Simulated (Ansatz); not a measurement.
Base system: AlAs in the zinc blende structure (space group F-43m, No. 216; a = 5.674 Å).

The other end (x = 1) is AlGa in the zinc blende structure (space group F-43m, No. 216; a hypothetical phase, not in the database extracts checked): 24.83 Å³/atom, gap zero; this end may not be an ambient phase.

All numbers come from PBEsol (Ansatz, a quantum-chemistry and plane-wave program), no SOC, earlier PAW set.

Ga replaces a fraction x of As; each row is one arrangement (x, atoms in the cell, starting space group or random), fully relaxed.

One change was made to it. Results:

The mean first-shell distances is As–Al 2.394 Å (end compound 2.457 Å), Ga–Al 2.594 Å (end compound 2.527 Å); the mixing energy amounts to -0.07 eV/atom (to 0.01 eV only: unlike meshes or grids) (against an end that may be hypothetical); the volume per atom shrinks by 0.24 Å³, from 22.84 Å³ to 22.60 Å³; the band gap becomes zero (base: 1.34 eV).

**Question.** Name the change that was made.
A) x(Ga) = 0.667, 6 atoms, P3m1
B) x(Ga) = 0.5, 8 atoms, R3m
C) x(Ga) = 0.333, 6 atoms, P3m1

**Answer.** A, x(Ga) = 0.667, 6 atoms, P3m1. For comparison, the mixing energy in the other runs: x(Ga) = 0.5, 8 atoms, R3m gives -0.03 eV/atom; x(Ga) = 0.333, 6 atoms, P3m1 gives 0.00 eV/atom.

These are small ordered cells, not random alloys; other orderings at the same x differ. No phonon test of stability was made. All final runs are without spin polarisation. Under x(Ga) = 0.667, 6 atoms, P3m1 and x(Ga) = 0.5, 8 atoms, R3m the cell changed shape so far that it is another structure.
